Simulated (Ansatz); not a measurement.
Functionals compared on H on the 1x1 (100) surface of fcc Cu, one in a 2x2 cell, started at the site 'hollow Cu-Cu-Cu-Cu over Cu at depth 1.8 Å', in Ansatz (plane waves, PAW). The structure was relaxed with PBE; the other rows are single points on it, each with its references at the same level. Cutoff 420 eV (500 eV for r2SCAN).

Model: 17-atom slab, 5.3 Å thick at the start under the adsorbate (thin: gaps and levels are the slab's own), 6x6x1 mesh, Fermi-Dirac 0.1 eV, dipole correction, 8 atoms held, the rest relaxed; start symmetry kept, larger cells not searched; no spin, no spin-orbit, no U, no dispersion correction. At the end it is bonded to 4 Cu. In PBE it is, or lies within 0.03 eV of, the lowest of the starts that converged. These notes are the PBE run's. Adsorption energies are against ½ H2(g). A negative adsorption energy means that the adsorbate is more stable on the surface than in its reference.

```json
[
 {"functional": "PBE", "adsorption energy (eV)": "-0.15", "work function of the top face (eV)": "4.54", "change of the work function (eV)": "0.00", "rough cost of the single point": "–"},
 {"functional": "RPBE", "adsorption energy (eV)": "0.00", "work function of the top face (eV)": "4.37", "change of the work function (eV)": "0.00", "rough cost of the single point": "very roughly 90 core-seconds"},
 {"functional": "r2SCAN", "adsorption energy (eV)": "___", "work function of the top face (eV)": "___", "change of the work function (eV)": "0.00", "rough cost of the single point": "very roughly 3 core-minutes"}
]
```

Question: What belongs in the gaps?

Answer: 
- r2SCAN, adsorption energy (eV): -0.23
- r2SCAN, work function of the top face (eV): 4.54

Ansatz is a quantum-chemistry and plane-wave program.
